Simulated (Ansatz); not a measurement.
**Thickness series in HfO2**

Consider HfO2 in the fluorite structure (space group Fm-3m, No. 225; a = 5.059 Å). Axes: x, y, z lie along the cube axes.

Free-standing slabs (3 atom(s) a layer) normal to [111] with 15 Å of vacuum; in-plane cell held at bulk.

The values are results of r2SCAN in Ansatz (plane waves to 500 eV, PAW, scalar-relativistic without spin-orbit coupling), earlier PAW set, not measurements.

Notes on the quantities. excess energy per area of both faces: slab less bulk energy over the cell's area: twice a surface energy.

```tsv
change	excess energy per area of both faces	shortest interatomic distance	band gap
base	–	2.191 Å	4.30 eV
1 layer	–	2.216 Å	4.11 eV
2 layers	2.12 J/m²	2.089 Å	4.98 eV
3 layers	2.21 J/m²	2.142 Å	4.69 eV
4 layers	2.19 J/m²	2.131 Å	4.58 eV
5 layers	2.19 J/m²	2.133 Å	4.50 eV
6 layers	2.19 J/m²	2.133 Å	4.45 eV
```

The excess energy carries the mismatch between the slab's and the bulk's meshes. With Hf present, leaving out spin-orbit coupling can change the band edges. Stability against distortions was not tested. This is not the structure that HfO2 has at room temperature and ambient pressure.

Ansatz is a first-principles code.
